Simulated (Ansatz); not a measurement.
Reference: AgI (F-43m), PBEsol, rigid bands (plane waves, PAW, scalar-relativistic; Ansatz, an electronic-structure program); axes and stresses refer to this cell.

```
CELL_PARAMETERS angstrom
      0.00000     3.22500     3.22500
      3.22500     0.00000     3.22500
      3.22500     3.22500     0.00000
ATOMIC_POSITIONS crystal
  Ag 0.00000 0.00000 0.00000
  I  0.75000 0.75000 0.75000
```

The electron conductivity mass is 0.168 mₑ and the band gap is 1.20 eV. The hole conductivity mass is 0.77 mₑ.

Problem. Change: spin-orbit coupling switched on. What happens to electron conductivity mass, band gap, hole conductivity mass?

Solution. electron conductivity mass falls to 0.159 mₑ; band gap drops to 0.97 eV; hole conductivity mass drops to 0.71 mₑ.

Masses are for dilute carriers at 300 K, harmonic means over directions unless an axis is named. Spin-orbit coupling is left out unless a row names it; without it the gap and masses of crystals with these elements can be far off.
